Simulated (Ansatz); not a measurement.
Problem. Name crystals whose electron-phonon coupling λ lies between 0.41 and 0.65 and whose logarithmic mean phonon energy lies between 8.7 and 13.5 meV, by PBEsol, DFPT electron-phonon coupling, linearised Boltzmann equation (Ansatz, an electronic-structure program).

Solution. Many crystals can fit; among those computed here:
- MgLa (Pm-3m): 0.51, 9.9 meV
- LuZn (Pm-3m): 0.45, 11.9 meV
- PdSb (P6_3/mmc): 0.51, 8.9 meV
- Pt (Fm-3m): 0.50, 10.5 meV
- Cu2As (P4/nmm): 0.43, 10.8 meV

Metals; harmonic phonons. Halving the electron mesh moves these values by up to 5 %; q meshes are mostly untested. Some of the runs warned that the eigensolver left states short of its tolerance. Spin-orbit coupling is left out.

Formula and space group known from diffraction (Crystallography Open Database), not checked to be the room-temperature form: Cu2As (P4/nmm), LuZn (Pm-3m), MgLa (Pm-3m), PdSb (P6_3/mmc). The missing spin-orbit coupling matters most for LuZn (Pm-3m), Pt (Fm-3m).
